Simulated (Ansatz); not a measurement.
## A constructed model of the (111) surface of fcc Cu, (√3x√3)R30° layer of Pb, one a cell, in the other hollow (bottom of the slab: a bare face, its two planes held)

Calculation: PBE (plane waves to 420 eV, PAW; Ansatz, a first-principles code).

Model: 19-atom slab, 13.0 Å thick at the start, 10x10x1 mesh, Fermi-Dirac 0.1 eV, dipole correction, 6 atoms held, the rest relaxed; symmetry of the start imposed; no spin, no spin-orbit, no U. In PBE it is, or lies within 0.01 eV a 1x1 cell of, the lowest of the 2 structures of its composition computed so far; larger cells were not tried.

```
Item                                                           Value
-----------------------------  -------------------------------------
work function of the top face                                3.90 eV
energy released by relaxation                               0.080 eV
cost                           about 8 core-minutes (a rough figure)
```
